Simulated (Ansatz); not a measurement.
## How the bulk modulus of BeCdO2 (model structure, started from the ScAlN2 type, P3m1, No. 156, 4 atoms in the cell) moves with the method

No measured value is used here.

| level (code) | value (GPa) | cell (Å³/atom) |
|---|---|---|
| LDA (Ansatz) | (withheld) | 10.45 |
| PBE (Ansatz) | 107 | 11.31 |
| PBEsol (Ansatz) | 119 | 10.84 |
| r²SCAN (Ansatz) | 120 | 10.96 |

### Question
Some entries are withheld; supply them.

### Answer

- LDA (Ansatz, a first-principles code), value (GPa): 131

LDA, PBE, PBEsol, r²SCAN: the bulk modulus is −V dP/dV from two relaxed cells at ±2 % in volume. Each level is taken at its own relaxed cell. Cutoffs differ between the levels. Ansatz's density-functional and Hartree–Fock values are scalar-relativistic unless marked +SOC, with PAW data made under PBE.

A model structure was made by putting elements into a prototype or built by hand; it is no filed structure, need not be a known phase, and can be a saddle point held by its symmetry.
